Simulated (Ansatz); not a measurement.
LuI3 (model structure, started from the ReO3 type, Pm-3m, No. 221, 4 atoms in the cell) was calculated with r²SCAN0 (PAW; Ansatz, a quantum-chemistry and plane-wave program).

Numerical settings: plane-wave cutoff 520 eV, 4×4×4 k mesh, Fermi–Dirac smearing 0.01 eV, scalar-relativistic PAW data made under PBE.

Cell (relaxed with PBEsol):

```yaml
crystal:
  lattice:
    - [5.84354, 0.00000, 0.00000]
    - [0.00000, 5.84354, 0.00000]
    - [0.00000, 0.00000, 5.84354]
  atoms:
    - { symbol: Lu, position: [0.00000, 0.00000, 0.00000] }
    - { symbol: I, position: [0.50000, 0.00000, 0.00000] }
    - { symbol: I, position: [0.00000, 0.00000, 0.50000] }
    - { symbol: I, position: [0.00000, 0.50000, 0.00000] }
```

Task: Give the computed band gap and smallest direct gap on the k points sampled.

Result: 
- band gap: 4.12 eV (on the SCF k mesh)
- smallest direct gap on the k points sampled: 4.67 eV

Note: the relaxation could raise the start's symmetry but not lower it, so the cell can be a saddle point; cell and atoms aren't relaxed at this level (pressure 1.0 GPa).

Spin–orbit coupling is not included; with these elements it can move the gap by several tenths of an eV or more.

Cost on a shared machine: roughly 5 core-minutes.

A model structure was made by putting elements into a prototype or built by hand; it is no filed structure, need not be a known phase, and can be a saddle point held by its symmetry.
